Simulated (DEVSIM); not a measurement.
System: W/SiO2/p-Ge capacitor, at 400 K.

```tsv
layer (left to right)	material	thickness (nm)	Na (cm⁻³)
1	SiO2	21.0	-
2	Ge	1400	1.9e17
```

Metal gate on the left, work function 4.6 eV. Fixed charge at the semiconductor interface 0 cm⁻² (in units of +e); interface traps 9.6e10 cm⁻² eV⁻¹, uniform in energy, neutral level at 0.7 of the gap above the valence band.

This is a model device: material constants are rounded textbook-type values typed into the input, and sizes, dopings and lifetimes were drawn at random. Values at 300 K; Nc and Nv go as T^1.5, mobilities as T to minus their exponent, the gap by Varshni's rule with the affinity fixed.

```
parameter         SiO2        Ge
----------------  ----  --------
gap (eV)             9     0.664
affinity (eV)      0.9         4
permittivity       3.9        16
Nc (cm⁻³)            -   1.04e19
Nv (cm⁻³)            -      6e18
Varshni α (eV/K)     -  0.000477
Varshni β (K)        -       235
```

Simulated with DEVSIM: 1D Poisson equation in equilibrium, Boltzmann statistics, complete ionisation; no quantum confinement or tunnelling. Metal contacts follow the ideal Schottky-Mott rule: no Fermi-level pinning, no interface dipoles.

Base results: minimum of the low-frequency capacitance (μF/cm²) 0.112; flat-band voltage (V) 0.08.

Problem. What follows from this one change: temperature 400 → 250 K?

Solution. minimum of the low-frequency capacitance 0.112 → 0.0983 μF/cm²; flat-band voltage 0.08 → -0.05 V.

Problem. What follows from this one change: fixed charge 0 → 3.3e+11 cm^-2?

Solution. minimum of the low-frequency capacitance little changed (0.113 μF/cm²); flat-band voltage 0.08 → -0.24 V.

Problem. What follows from this one change: interface trap density 9.6e+10 → 1e+10 cm^-2 eV^-1?

Solution. minimum of the low-frequency capacitance little changed (0.111 μF/cm²); flat-band voltage 0.08 → 0.11 V.

Problem. What follows from this one change: substrate doping 1.9e+17 → 3.8e+16 cm^-3?

Solution. minimum of the low-frequency capacitance 0.112 → 0.0944 μF/cm²; flat-band voltage 0.08 → 0.14 V.
